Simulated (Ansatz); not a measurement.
A self-consistent single point of Lu3TlC (Pm-3m, 5 atoms in the cell) with Ansatz (a program for electronic structure).

Method of the run: PBEsol, PAW files made with PBE (plane waves; Ansatz).

The change in words: lattice scaled by 0.98. Reference geometry:
```yaml
crystal:
  lattice:
    - [4.74607, 0.00000, 0.00000]
    - [0.00000, 4.74607, 0.00000]
    - [0.00000, 0.00000, 4.74607]
  atoms:
    - { symbol: Lu, position: [0.50000, 0.00000, 0.50000] }
    - { symbol: Lu, position: [0.00000, 0.50000, 0.50000] }
    - { symbol: Lu, position: [0.50000, 0.50000, 0.00000] }
    - { symbol: Tl, position: [0.00000, 0.00000, 0.00000] }
    - { symbol: C, position: [0.50000, 0.50000, 0.50000] }
```

Reference input (self-consistent single point, DFT, PBEsol, plane waves, PAW files made with PBE): kpoints.mp_grid.grid = 5 5 5; hamiltonian.xc = pbesol; hamiltonian.pseudopotentials = {kind: paw} (the program's default PAW files); scf.occupations.method = gaussian; scf.occupations.width = 0.136 eV. This run's input differs from it in these lines:

```diff
@@ -2,5 +2,5 @@
   lattice:
-    - [4.746070, 0.000000, 0.000000]
-    - [0.000000, 4.746070, 0.000000]
-    - [0.000000, 0.000000, 4.746070]
+    - [4.651149, 0.000000, 0.000000]
+    - [0.000000, 4.651149, 0.000000]
+    - [0.000000, 0.000000, 4.651149]
   atoms:
```

Output (repeated stretches shortened):

```
SCF iter   1: F=—  HF=-55385.292458 eV  |F-HF|=—  |Δ(HF+E_count)|=         —  Δρ=6.18e-2  dr2=7.71e0  ethr=3.10e-3  ⟨swp⟩=7.5  Hψ=2519  notcnv=0  defer=2
all-band conjugate gradients solve this SCF's bands
preconditioner: auto → Kerker (q_TF=auto, 2.688 Å⁻¹)
SCF iter   2: F=—  HF=-55383.792545 eV  |F-HF|=—  |Δ(HF+E_count)|=    1.50e0  Δρ=2.71e-2  dr2=1.57e0  ethr=3.10e-3  ⟨swp⟩=4.2  Hψ=1298  notcnv=0  defer=31
   [... lines left out ...]
SCF iter   8: F=—  HF=-55383.391219 eV  |F-HF|=—  |Δ(HF+E_count)|=   1.92e-4  Δρ=2.26e-4  dr2=3.83e-5  ethr=5.65e-7  ⟨swp⟩=2.3  Hψ=885  notcnv=0  defer=26
SCF iter   9: F=—  HF=-55383.391133 eV  |F-HF|=—  |Δ(HF+E_count)|=   8.52e-5  Δρ=7.97e-5  dr2=5.47e-6  ethr=4.17e-8  ⟨swp⟩=2.6  Hψ=1016  notcnv=0  defer=26
SCF iter  10: F=—  HF=-55383.391132 eV  |F-HF|=—  |Δ(HF+E_count)|=   1.15e-6  Δρ=1.54e-5  dr2=2.63e-7  ethr=5.94e-9  ⟨swp⟩=2.7  Hψ=1085  notcnv=0  defer=26
SCF iter  11: F=-55383.391132 eV  HF=-55383.391132 eV  |F-HF|=7.87e-9  |Δ(HF+E_count)|=   7.28e-9  Δρ=5.33e-6  dr2=1.77e-8  ethr=1.09e-10  ⟨swp⟩=17.1  Hψ=4553  notcnv=0
SCF 1 converged in 11 iterations: F = -55383.391132 eV  dr2 = 1.77e-8
Free energy (F): -55383.391132 eV
Internal energy: -55383.381167 eV  (E = F + TS)
E sigma→0 (E₀):  -55383.386150 eV
Entropy (-TS):   -0.009965 eV (-1.993 meV/atom)
Fermi energy:    15.369251 eV
--- Forces (eV/Å), atoms counted from 1 ---
  atom   1  Lu     0.00000000    -0.00000000     0.00000000
   [... zero for the other atoms too ...]
--- Stress (GPa, compression-positive) ---
        4.067524      -0.000000       0.000000
       -0.000000       4.067524       0.000000
        0.000000       0.000000       4.067524
  P = ⅓ Tr σ = 4.0675 GPa (40.675 kbar)
  The stress holds the Pulay correction. Without it, at fixed plane waves, as pw.x and ABINIT print it: P = 3.9708 GPa
```

The run converged in 11 iterations. Against the reference run the free energy goes up by 7.4 meV/atom and the pressure goes from -1.87 to 4.07 GPa.

The starting cell comes from a database of computed structures (which also holds hypothetical and non-ambient phases and stackings), without a prior relaxation at this level. For this run, on top of that: lattice scaled by 0.98. With a pressure of about 4 GPa the cell is away from its equilibrium volume at this level. Ansatz's pressure includes its estimate of the finite-basis (Pulay) stress.

Keys are those of Ansatz 0.2.
